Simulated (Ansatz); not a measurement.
**Hypothetical Fm-3m BeBr2, pressure series**

Consider BeBr₂ (space group Fm-3m, No. 225; a = 6.393 Å; a hypothetical phase, not in the database extracts checked).

Cell and atoms are relaxed at each pressure.

The values are results of PBEsol/PAW in Ansatz (a quantum-chemistry and plane-wave program), no spin-orbit coupling, not measurements.

Notes on the quantities. enthalpy: H = E + PV relative to the base's energy.

| case | band gap | enthalpy | lattice parameter a |
|---|---|---|---|
| base | 0.30 eV | – | 6.393 Å |
| pressure −2 GPa | 0.22 eV | -0.28 eV/atom | 6.480 Å |
| pressure −1 GPa | 0.26 eV | -0.14 eV/atom | 6.435 Å |
| pressure 1.8 GPa | (withheld) | +0.24 eV/atom | (withheld) |
| pressure 4.2 GPa | 0.45 eV | +0.55 eV/atom | 6.251 Å |
| pressure 9 GPa | 0.29 eV | +1.14 eV/atom | 6.129 Å |
| pressure 18 GPa | zero | +2.17 eV/atom | 5.955 Å |
| pressure 30 GPa | zero | +3.43 eV/atom | 5.775 Å |
| pressure 45 GPa | zero | +4.86 eV/atom | 5.599 Å |
| pressure 60 GPa | zero | +6.18 eV/atom | 5.458 Å |

**Question.** Complete the table.

**Answer.** 
- pressure 1.8 GPa, band gap: 0.37 eV
- pressure 1.8 GPa, lattice parameter a: 6.327 Å

A case with no gap was solved on a k-mesh chosen for an insulator, which is coarse for it. Load acts through the strain it causes; cell and atoms are relaxed under it. No phonon test of stability was made. No other phases were tried under pressure. The final runs are not spin-polarised. A zero or small gap of BeBr2 can be the functional's error rather than a property of the material.
